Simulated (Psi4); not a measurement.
Psi4 1.11, BP86/def2-svp: W(NMe)2(F)2 (C[N]=[W]([F])([F])=[N]C), 13 atoms. The geometry is a generated start, not checked to be a minimum at this level.

```yaml
task: energy
method: bp86
basis: def2-svp
memory: 3 GB
maxiter: 100
keys_of_the_molecule_block: symmetry c1
scf_type: df (default)
guess: auto, which took SAD (default)
scf_initial_accelerator: adiis (default)
e_convergence: 1e-06 (default)
d_convergence: 1e-06 (default)
dft_radial_points: 75 (default)
dft_spherical_points: 302 (default)
effective_core_potentials: those of the basis set, past Kr
basis_functions: 146
grid_points: 280978
```

```xyz
13

W      0.1394     0.8320     1.0491
N     -1.3820    -0.0281     0.6589
C     -2.4270    -0.8314     0.1181
H     -2.0319    -1.5459    -0.6171
H     -2.9343    -1.3913     0.9123
H     -3.1741    -0.2004    -0.3754
N      1.4535     0.4641    -0.1109
C      2.2886     0.0002    -1.1681
H      2.8961    -0.8449    -0.8264
H      1.6869    -0.3279    -2.0268
H      2.9711     0.7916    -1.5009
F     -0.1889     2.7220     1.0667
F      0.7024     0.3599     2.8207
```

Charge 0 and multiplicity 1 are set for this test and not shown to be the ground state.

One run each on 2 threads. Values of diis_max_vecs tried: 3, 6, 10 (default), 20.

### Question
Which value of diis_max_vecs needs the fewest SCF iterations, and what happens away from it?

### Answer
Fewest SCF iterations, within one of each other: 6 with 15, 10 (default) with 14, 20 with 14. The count rises to 76 at 3. All converge to one solution.

| diis_max_vecs | SCF iterations | end |
|---|---|---|
| 3 | 76 | same solution |
| 6 | 15 | same solution |
| 10 (default) | 14 | same solution |
| 20 | 14 | same solution |
